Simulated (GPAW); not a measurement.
Input and output of a self-consistent single point for Fe (Im-3m, 1 atom in the cell) (GPAW).

Method: PBE, GPAW PAW datasets PBE (gpaw-data 1.0.1) (plane waves; GPAW 25.7.0).

```yaml
crystal:
  lattice:
    - [-1.43070, 1.43070, 1.43070]
    - [1.43070, -1.43070, 1.43070]
    - [1.43070, 1.43070, -1.43070]
  atoms:
    - { symbol: Fe, position: [0.00000, 0.00000, 0.00000], spin: 2.5 }
```
(The spins are starting values, not results.)

Reference input (self-consistent single point, DFT PBE, plane waves, GPAW PAW datasets PBE (gpaw-data 1.0.1)): spinpol = true; mode = pw; ecut = 800 eV; xc = PBE; kpts = 8 8 8; mesh shift (steps) = 0 0 0; occupations.name = methfessel-paxton; occupations.width = 0.1 eV; occupations.order = 0; nbands = -5; symmetry.symmorphic = false; symmetry.tolerance = 0.0005. This run's input differs from it in these lines:

```diff
@@ -16,4 +16,4 @@
             xc='PBE',
-            kpts={'size': (8, 8, 8), 'gamma': True},
-            occupations={'name': 'methfessel-paxton', 'width': 0.1, 'order': 0},
+            kpts={'size': (10, 10, 10), 'gamma': True},
+            occupations={'name': 'improved-tetrahedron-method'},
             nbands=-5,
```

The program printed (abridged):

```
     iter     time        total  log10-change:  magmom
                         energy   eigst   dens
iter:   1 --:--:--    -8.947486                   +2.5044
iter:   2 --:--:--    -9.017329   -1.36  -1.47    +2.3088
iter:   3 --:--:--    -9.020021   -1.93  -1.49    +2.1486
iter:   4 --:--:--    -9.042700   -2.32  -1.83    +2.1754
iter:   5 --:--:--    -9.070199   -2.03  -1.53    +2.1712
iter:   6 --:--:--    -9.048651   -2.68  -1.85    +2.1653
iter:   7 --:--:--    -9.047978   -3.76  -2.52    +2.1710
iter:   8 --:--:--    -9.047943c  -4.60  -2.89    +2.1613
iter:   9 --:--:--    -9.049448c  -4.08  -2.83    +2.1937
iter:  10 --:--:--    -9.048277c  -3.95  -2.56    +2.2044
iter:  11 --:--:--    -9.048300c  -5.37  -3.08    +2.2011
iter:  12 --:--:--    -9.048308c  -6.70  -3.96    +2.2004
iter:  13 --:--:--    -9.048302c  -7.45c -3.81    +2.2003
iter:  14 --:--:--    -9.048299c  -6.09  -3.92    +2.2003
iter:  15 --:--:--    -9.048293c  -6.76  -4.12c   +2.2002
iter:  16 --:--:--    -9.048293c  -7.56c -4.73c   +2.2002
Converged after 16 iterations.

Dipole moment: (0.000000, -0.000000, -0.000000) |e|*Ang

Total magnetic moment: (0.000000, 0.000000, 2.200191)
Local magnetic moments:
   0 Fe ( 0.000000,  0.000000,  2.252654)

Energy contributions relative to reference atoms: (reference = -34619.454600)

Kinetic:         +6.099246
Potential:       -5.184806
External:        +0.000000
XC:             -10.052635
Entropy (-ST):   +0.000000
Local:           +0.089902
SIC:             +0.000000
--------------------------
Free energy:     -9.048293
Extrapolated:    -9.048293

Spin contamination: 0.069636 electrons
Showing only first 2 kpts
                      Up                     Down
 Kpt  Band  Eigenvalues  Occupancy  Eigenvalues  Occupancy
  0     2      7.44031    1.00000      9.38033    1.00000
   [... lines left out ...]
  1     5      8.59939    1.00000     11.38428    0.00000

Fermi level: 9.64099

No gap
No difference between direct/indirect transitions
Energy (eV): -9.048293

Forces in eV/Ang:
  0 Fe    0.00000    0.00000    0.00000

Stress tensor:
     0.028352     0.000000    -0.000000
     0.000000     0.028352    -0.000000
    -0.000000    -0.000000     0.028352
Stress (GPa, Voigt): [ 4.5424  4.5424  4.5424 -0.     -0.      0.    ]
```

The run converged in 16 iterations. GPAW prints stress with tension positive. Against the reference run the free energy falls by 8.8 meV/atom, the pressure goes from -1.35 to -4.54 GPa and the size of the net moment goes from 2.35 to 2.20 μB/atom.

The starting cell has typed, rounded lattice constants, without a prior relaxation at this level. Its lattice was rescaled by up to half a per cent. With one magnetic atom in the cell only a parallel order is possible. With a pressure of about -5 GPa the cell is away from its equilibrium volume at this level.

Cost on one core of a shared machine: roughly 30 s.
